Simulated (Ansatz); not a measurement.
System: BaWO4 (I4₁/a, No. 88; cell taken from a computed entry). Method: r²SCAN+SOC (PAW; Ansatz, a program for electronic structure).

Settings: plane-wave cutoff 560 eV, 8×8×8 k mesh, Fermi–Dirac smearing 0.01 eV, PAW data made under PBE.

Cell (relaxed with PBEsol):

```xyz
12
Lattice="-2.8028 2.8028 6.2768 2.8028 -2.8028 6.2768 2.8028 2.8028 -6.2768" Properties=species:S:1:pos:R:3 pbc="T T T"
Ba     2.8028     0.0000     3.1384
Ba     0.0000     0.0000     6.2768
W      0.0000     2.8028     3.1384
W      0.0000     0.0000     0.0000
O      0.7200     1.2959    -0.9980
O      1.5068     0.7200     8.4172
O      2.0828     1.5068     5.2788
O      1.2959     2.0828     2.1404
O     -0.7200     1.5068     4.1364
O     -1.5068     2.0828     7.2748
O      3.5227     1.2959    -2.1404
O      4.3096     0.7200     0.9980
```

Problem. Predict the band gap and smallest direct gap on the k points sampled.

Solution. 
band gap: 5.14 eV (indirect)
smallest direct gap on the k points sampled: 5.19 eV

Note: cell and atoms aren't relaxed at this level (largest force component 0.25 eV/Å, pressure 0.5 GPa).

Cost on a shared machine: about 50 core-minutes (a rough figure).
